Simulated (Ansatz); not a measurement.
These are PBE (plane waves to 420 eV, PAW; Ansatz, a program for electronic structure) values and carry that method's errors.

Plane-averaged electrostatic potential energy along the normal, in eV from the Fermi level, for the (111) surface of fcc Ag in its 1x1 cell, outermost plane spacing 2.40 Å in the ideal cut:

| z (Å) | V (eV) |
|---|---|
| 3.67 | 4.40 |
| 3.95 | 4.40 |
| 4.24 | 4.39 |
| 4.52 | 4.39 |
| 4.80 | 4.39 |
| 5.08 | 4.37 |
| 5.37 | 4.35 |
| 5.65 | 4.31 |
| 5.93 | 4.22 |
| 6.21 | 4.04 |
| 6.50 | 3.66 |
| 6.78 | 2.87 |
| 7.06 | 1.12 |
| 7.34 | -3.04 |
| 7.63 | -8.04 |
| 7.91 | -11.41 |
| 8.19 | -11.79 |
| 8.47 | -9.08 |
| 8.75 | -4.39 |
| 9.04 | -0.16 |
| 9.32 | 0.87 |
| 9.60 | -1.41 |
| 9.88 | -6.19 |
| 10.17 | -10.46 |
| 10.45 | -12.21 |
| 10.73 | -10.78 |
| 11.01 | -6.69 |
| 11.30 | -1.83 |
| 11.58 | 0.81 |
| 11.86 | 0.13 |
| 12.14 | -3.86 |
| 12.43 | -8.70 |
| 12.71 | -11.78 |
| 12.99 | -11.82 |
| 13.27 | -8.81 |
| 13.56 | -3.97 |
| 13.84 | 0.11 |
| 14.12 | 0.92 |
| 14.40 | -1.55 |
| 14.69 | -6.38 |
| 14.97 | -10.56 |
| 15.25 | -12.15 |
| 15.53 | -10.56 |
| 15.81 | -6.38 |
| 16.10 | -1.55 |
| 16.38 | 0.92 |
| 16.66 | 0.11 |
| 16.94 | -3.97 |
| 17.23 | -8.81 |
| 17.51 | -11.82 |
| 17.79 | -11.78 |
| 18.07 | -8.70 |
| 18.36 | -3.86 |
| 18.64 | 0.13 |
| 18.92 | 0.81 |
| 19.20 | -1.83 |
| 19.49 | -6.69 |
| 19.77 | -10.78 |
| 20.05 | -12.21 |
| 20.33 | -10.46 |
| 20.62 | -6.19 |
| 20.90 | -1.41 |
| 21.18 | 0.87 |
| 21.46 | -0.16 |
| 21.75 | -4.39 |
| 22.03 | -9.08 |
| 22.31 | -11.79 |
| 22.59 | -11.41 |
| 22.88 | -8.04 |
| 23.16 | -3.04 |
| 23.44 | 1.12 |
| 23.72 | 2.87 |
| 24.00 | 3.66 |
| 24.29 | 4.04 |
| 24.57 | 4.22 |
| 24.85 | 4.31 |
| 25.13 | 4.35 |
| 25.42 | 4.37 |
| 25.70 | 4.39 |
| 25.98 | 4.39 |
| 26.26 | 4.39 |
| 26.55 | 4.40 |
| 26.83 | 4.40 |

Model: 7-atom slab, 14.4 Å thick at the start, 15x15x1 mesh, Fermi-Dirac 0.1 eV, dipole correction, all atoms relaxed; symmetry of the start imposed; no spin, no spin-orbit, no U.

The vacuum level lies 4.40 eV above the Fermi level over the top face and 4.40 eV above it under the bottom face.
